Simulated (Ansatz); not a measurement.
Consider ZnS in the wurtzite structure (space group P6_3mc, No. 186; a = 3.845 Å, c = 6.306 Å).

(Cell as relaxed with PBE.)

Levels (all Ansatz, a quantum-chemistry and plane-wave program, PAW, earlier PAW set): PBE (420 eV, no spin-orbit coupling); PBEsol (420 eV, no spin-orbit coupling).

Each level relaxes its own structure.

| base | PBE | PBEsol |
|---|---|---|
| volume per atom | 20.19 Å³ | 19.23 Å³ |
| lattice parameter a | 3.845 Å | 3.782 Å |
| band gap | 2.07 eV | 2.15 eV |

Perturbation: a hydrostatic pressure of 9 GPa.

```tsv
quantity	PBE	PBEsol
lattice parameter a	3.710 Å	…
shift of the gap caused by the change	+0.45 eV	…
valence-band top at Γ (three highest levels, from the VBM)	0.00, 0.00, -0.12 eV	…
```

Task: Predict the PBEsol column.

Result: 
- lattice parameter a, PBEsol: 3.661 Å
- shift of the gap caused by the change, PBEsol: +0.41 eV
- valence-band top at Γ (three highest levels, from the VBM), PBEsol: 0.00, 0.00, -0.13 eV

PBE's lattice parameter a lies 0.0484 Å above PBEsol's (1.3 %); PBE's shift of the gap caused by the change lies 0.048 eV above PBEsol's. Neither level is exact; PBEsol is the comparison here, not a measurement.

Load acts through the strain it causes; cell and atoms are relaxed under it. Stability against distortions was not tested. Tetrahedral semiconductors of this kind turn to denser phases somewhere between about 1 and 50 GPa; those were not computed, so compressed cells here can lie past the real transition.
